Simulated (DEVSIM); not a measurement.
Structure: TaN/TiO2/n-In0.53Ga0.47As capacitor, at 250 K.

```
layer (left to right)        material  thickness (nm)  Nd (cm⁻³)
---------------------  --------------  --------------  ---------
1                                TiO2            2.70          -
2                      In0.53Ga0.47As            8400     4.5e15
```

Metal gate on the left, work function 4.4 eV. Fixed charge at the semiconductor interface 1.1e10 cm⁻² (in units of +e); no interface traps.

Constants are typed, rounded textbook-type inputs, not results; the design itself was drawn at random and stands for no fabricated device. Values at 300 K; Nc and Nv go as T^1.5, mobilities as T to minus their exponent, the gap by Varshni's rule with the affinity fixed.

```csv
parameter,TiO2,In0.53Ga0.47As
gap (eV),3.2,0.74
affinity (eV),3.9,4.51
permittivity,60,13.9
Nc (cm⁻³),-,2.1e17
Nv (cm⁻³),-,7.7e18
Varshni α (eV/K),-,0.00035
Varshni β (K),-,190
```

Simulated with DEVSIM: 1D Poisson equation in equilibrium, Boltzmann statistics, complete ionisation; no quantum confinement or tunnelling. Metal contacts follow the ideal Schottky-Mott rule: no Fermi-level pinning, no interface dipoles.

The interface trap density was swept, all else fixed.

```tsv
interface trap density (cm^-2 eV^-1)	minimum of the low-frequency capacitance (μF/cm²)
0	0.0334
1e10	0.0350
1e11	[?]
3e11	0.0812
1e12	0.192
2e12	0.347
```

Fill in the missing entries.


- 1e11, minimum of the low-frequency capacitance (μF/cm²): 0.0494
